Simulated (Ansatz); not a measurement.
TiSi2 (Fddd), PBEsol, DFPT electron-phonon coupling, linearised Boltzmann equation in Ansatz (an electronic-structure program). Phonon-limited resistivity 11.5 μΩ·cm at 300 K along z (a = (0.00, 4.08, 4.25) Å; b = (2.38, 0.00, 4.25) Å; c = (2.38, 4.08, 0.00) Å), 16.3 μΩ·cm at 400 K, current-weighted mean free path 13.5 nm, Drude plasma energy 4.91 eV.

### Question
What temperature coefficient of resistance follows, and how does it compare with 1/T?

### Answer
(ρ₄₀₀ − ρ₃₀₀)/(100 K × ρ₃₀₀) = 4.17×10⁻³ K⁻¹, against 1/T = 3.33×10⁻³ K⁻¹ for a resistivity proportional to T. It lies higher because phonons are still being populated at 300 K; impurities would add a constant and lower it.

### Question
What Drude relaxation time do resistivity and plasma energy imply?

### Answer
ω_p = 7.46e15 s⁻¹, so τ = 1/(ε₀ ω_p² ρ) = 17.6 fs, a damping ħ/τ of 37.3 meV.

### Question
What is the classical skin depth at 100 GHz (nonmagnetic, μ₀ = 1.257×10⁻⁶ H/m)?

### Answer
δ = √(ρ/(π f μ₀)) = 540 nm.

A metal at this level (no band gap). Only scattering by harmonic phonons is included (no impurities, grain boundaries, electron-electron scattering or thermal expansion). Spin-orbit coupling is left out. Halving the electron mesh (24x24x24) moves the resistivity by up to 6 % at 300 K, the mean free path by up to 4 %. Smearing 0.20 eV; phonons on a 4x4x4 q mesh, which this run doesn't test.
